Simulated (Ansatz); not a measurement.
System: MoPt2 (Immm, No. 71). Method: LDA (Ansatz, a first-principles code, PAW).

Settings: plane-wave cutoff 520 eV, 24×24×24 k mesh, Fermi–Dirac smearing 0.05 eV, no spin polarisation, scalar-relativistic PAW data made under PBE.

Cell (relaxed at this level):

MoPt₂ has the orthorhombic space group Immm (No. 71), Pearson symbol oI6. Lattice parameters: a = 2.7304 Å, b = 3.9085 Å, c = 8.2158 Å, α = β = γ = 90.00°. Mo on 2a sees 2 Mo at 2.730 Å and 10 Pt at 2.736–2.765 Å (cuboctahedral). Pt on 4i has 7 Pt at 2.685–2.776 Å and 5 Mo at 2.736–2.765 Å (cuboctahedral). (Neighbours: up to the widest gap in distance over summed covalent radii, below 1.35, at either atom.)
(The calculation used a cell of 3 atoms; values per cell refer to that cell.)

Q: Predict the bulk modulus and pressure derivative B′ of the bulk modulus.

A: 
- bulk modulus: 322 GPa
- pressure derivative B′ of the bulk modulus: 5.0

The run finds no gap.

Note: the relaxation could not lower the start's symmetry, so the cell can be a saddle point above a distorted one; the bulk modulus comes from volumes at which shape and atoms were relaxed.

Spin–orbit coupling is not included.

Static lattice: no zero-point or thermal effects.

Cost on a shared machine: around 50 core-minutes (rough).
